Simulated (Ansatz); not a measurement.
Start from Y in the hcp (Mg type) structure (space group P6_3/mmc, No. 194).

```
CELL_PARAMETERS angstrom
      3.68257     0.00000     0.00000
     -1.84129     3.18920     0.00000
      0.00000     0.00000     5.69848
ATOMIC_POSITIONS crystal
  Y  0.33333 0.66667 0.75000
  Y  0.66667 0.33333 0.25000
```

The other end (x = 1) is Nb in the hcp (Mg type) structure (space group P6_3/mmc, No. 194; a model cell, its experimental status unchecked): 18.56 Å³/atom, gap zero; this end may not be an ambient phase.

Computed with DFT with r2SCAN, PAW potentials and a 500 eV plane-wave cutoff in Ansatz (an electronic-structure program), no spin-orbit coupling.

Nb replaces a fraction x of Y; each row is one arrangement (x, atoms in the cell, starting space group or random), fully relaxed.

One change was made to it. Results:

```json
[
 {"quantity": "mixing energy (to 0.01 eV only: unlike meshes or grids) (against an end that may be hypothetical)", "base": "–", "after": "+0.24 eV/atom"},
 {"quantity": "shortest interatomic distance", "base": "3.555 Å", "after": "2.797 Å"},
 {"quantity": "deviation of the volume from the linear (Vegard-type) interpolation", "base": "–", "after": "-7.5 %"}
]
```

**Question.** Name the change that was made.
A) x(Nb) = 0.375, 8 atoms, Pm
B) x(Nb) = 0.375, 8 atoms, Pmm2
C) x(Nb) = 0.625, 8 atoms, P1

**Answer.** B, x(Nb) = 0.375, 8 atoms, Pmm2. For comparison, the mixing energy in the other runs: x(Nb) = 0.625, 8 atoms, P1 gives +0.12 eV/atom; x(Nb) = 0.375, 8 atoms, Pm gives +0.06 eV/atom.

Each cell is one ordered arrangement of few atoms, which overstates ordering effects compared with a random alloy. Stability against distortions was not tested. All final runs are without spin polarisation. Under x(Nb) = 0.625, 8 atoms, P1 the cell changed shape so far that it is another structure. This is not the structure that Nb has at room temperature and ambient pressure.
